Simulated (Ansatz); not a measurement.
The starting structures come from a database of crystals and need not be the phases stable at ambient conditions.

The decay constant κ of evanescent states in the gap governs leakage through a thin film.

Data:

```
Cd2SSe
1.0
    4.38360     0.00000     0.00000
   -2.19180     3.79631     0.00000
    0.00000     0.00000     7.00787
Cd Se S
2 1 1
Direct
  0.00000   0.00000   0.49023
  0.33333   0.66667   0.00964
  0.33333   0.66667   0.62575
  0.00000   0.00000   0.12238
```

Space group of this cell: P3m1. The cell is strained (lengths across the current scaled by 1.02, ions clamped); by r2SCAN its mean pressure is -3.4 GPa.

Transport runs along the normal of the first two printed cell vectors, the (001) (indices of the unstrained crystal) plane of the conventional cell.

The gap is the functional's own, uncorrected, and κ follows it; spin-orbit coupling is left out. Mid-gap values are interpolated between the computed energies.

Give the band gap and the smallest decay constant κ at mid-gap that Ansatz (a program for electronic structure) with r2SCAN yields.

Gap 1.09 eV on a 12×12×4 mesh; κ = 0.092 1/Å, at the zone centre.
